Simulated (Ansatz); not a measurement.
Base system: NiO in the rock salt structure (space group Fm-3m, No. 225; ferromagnetic).

```
NiO
1.0
    0.00000     2.09432     2.09432
    2.09432     0.00000     2.09432
    2.09432     2.09432     0.00000
O Ni
1 1
Direct
  0.00000   0.00000   0.00000
  0.50000   0.50000   0.50000
```

Cartesian axes are those of the cell as printed.

The values are results of r2SCAN, PAW, 500 eV (Ansatz, a quantum-chemistry and plane-wave program; without spin-orbit coupling), not measurements.

It is then changed as follows: every lattice vector is stretched by 2.74 %; the atoms relax in the strained cell.

Predict the stress tensor and what it implies for the stiffness.

Stress of the strained cell less that of the base (GPa, compression positive):
```
  -14.5     0.0     0.0
    0.0   -14.5     0.0
    0.0     0.0   -14.5
```

Then B = −ΔP/(ΔV/V₀) with ΔV/V₀ = 0.0845 gives secant stiffness values (nonlinear terms included at this strain): B ≈ 172 GPa.

As a check, the harmonic strain energy −½ V₀ Δσ:ε is 34 meV/atom; the computed energy rise is 38 meV/atom.

Stability against distortions was not tested. No Hubbard U is applied and the magnetic state is the run's own (NiO ferromagnetic); small cells can't hold the antiferromagnetic order that many such compounds have, so gaps and moments can be off. In its common phase, real NiO is an antiferromagnetic insulator at low temperature.
